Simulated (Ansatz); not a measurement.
The starting structures come from a database of crystals and need not be the phases stable at ambient conditions.

 Where the default PAW files enter, the runs use the earlier of Ansatz's two default sets.

Tunnelling through a barrier is set by its complex band structure: the current falls as exp(−2κd) with the smallest κ.

Here is the system:

```
KH2O4P
1.0
    6.26890     0.00000     0.00000
    2.49033     5.75303     0.00000
    1.88929    -2.87652     5.25284
K H P O
2 4 2 8
Direct
  0.24834   0.75166   0.00000
  0.49834   0.00166   0.50000
  0.72969   0.39871   0.42814
  0.02943   0.84217   0.57186
  0.85129   0.52031   0.92814
  0.40783   0.22057   0.07186
  0.76551   0.23449   0.00000
  0.01551   0.48449   0.50000
  0.04963   0.51829   0.73322
  0.21493   0.21715   0.26678
  0.73171   0.20037   0.23322
  0.03285   0.03507   0.76678
  0.02664   0.70354   0.43246
  0.72892   0.54090   0.56754
  0.54646   0.22336   0.93246
  0.70910   0.52108   0.06754
```

Space group of this cell: Fdd2. The cell is taken as given; by r2SCAN its mean pressure is 1.5 GPa.

Transport runs along the normal of the first two printed cell vectors.

No gap correction and no spin-orbit coupling; mid-gap values are interpolated between computed energies.

### Question
Predict the band gap and the smallest decay constant κ at mid-gap from r2SCAN (Ansatz, a program for electronic structure).

### Answer
Gap 6.39 eV on a 6×6×6 mesh; κ = 0.530 1/Å, at the zone centre.
